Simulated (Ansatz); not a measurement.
**Several settings converged on BaSbPt (P3m1, 3 atoms in the cell)**

```xyz
3
Lattice="4.5908 0.0000 0.0000 -2.2954 3.9758 0.0000 0.0000 0.0000 5.0113" Properties=species:S:1:pos:R:3 pbc="T T T"
Ba     0.0000     0.0000     0.0500
Sb     2.2954     1.3253     2.5057
Pt     0.0000     2.6505     2.5057
```

Base method: LDA (PW92), default PAW files made with PBE (plane waves; Ansatz, a quantum-chemistry and plane-wave program).

Base settings: basis.ecutwfc = 30.9 Ry; kpoints.mp_grid.grid = 8 8 7; hamiltonian.xc = lda; hamiltonian.pseudopotentials = {kind: paw} (the program's default PAW files); scf.occupations.method = gaussian; scf.occupations.width = 0.0073 Ry.

**The width of Fermi-Dirac smearing**

In this ladder: kpoints.mp_grid.grid = 13 13 12; scf.occupations.method = fermi_dirac.

Narrow widths need finer meshes than wide ones, so the last steps can hold mesh noise.

Only quantities that move along the ladder and can be compared are tabulated; pressure and forces are left out, as mesh noise rules them at narrow widths.

| scf.occupations.width | free energy less the last step's (meV/atom) | energy extrapolated to zero width less the last step's (meV/atom) |
|---|---|---|
| 0.0735 Ry | -981.49 | 62.87 |
| 0.0367 Ry | -229.44 | 1.84 |
| 0.022 Ry | -82.29 | -3.57 |
| 0.0147 Ry | -37.00 | -2.48 |
| 0.0073 Ry | -7.75 | -0.12 |
| 0.0037 Ry | 0.00 | 0.00 |

Widest scf.occupations.width that holds the energy extrapolated to zero width within 2 meV/atom of the last step, with all finer ones: 0.0073 Ry; the step before is off by 2.5 meV/atom.

Widest scf.occupations.width that holds the free energy within 5 meV/atom: not settled: the last two steps still differ by 7.7 meV/atom, over half the tolerance, so the ladder does not show it.

The extrapolation to zero width removes most of the smearing's effect on the energy.

**The width of cold smearing**

In this ladder: kpoints.mp_grid.grid = 13 13 12; scf.occupations.method = cold.

Narrow widths need finer meshes than wide ones, so the last steps can hold mesh noise.

Only quantities that move along the ladder and can be compared are tabulated; pressure and forces are left out, as mesh noise rules them at narrow widths.

| scf.occupations.width | free energy less the last step's (meV/atom) |
|---|---|
| 0.0367 Ry | 7.64 |
| 0.022 Ry | 3.55 |
| 0.0147 Ry | 1.92 |
| 0.0073 Ry | 0.41 |
| 0.0037 Ry | 0.00 |

Widest scf.occupations.width that holds the free energy within 1 meV/atom of the last step, with all finer ones: 0.0073 Ry; the step before is off by 1.9 meV/atom.

On the base run: the starting cell comes from a database of computed structures (which also holds hypothetical and non-ambient phases and stackings), without a prior relaxation at this level. Its lattice was rescaled by up to half a per cent. One atom was moved a little off its site on purpose. Spin polarisation is off. In the base run, with a pressure of about -5 GPa the cell is away from its equilibrium volume at this level. Ansatz's pressure includes its estimate of the finite-basis (Pulay) stress.

Left out of this page: 4 runs of the series outside the window shown, repeating another row's setting, or not comparable; 1 run of the series unsound by tests on forces, stress, charge or solver warnings.

Keys are those of Ansatz 0.2.
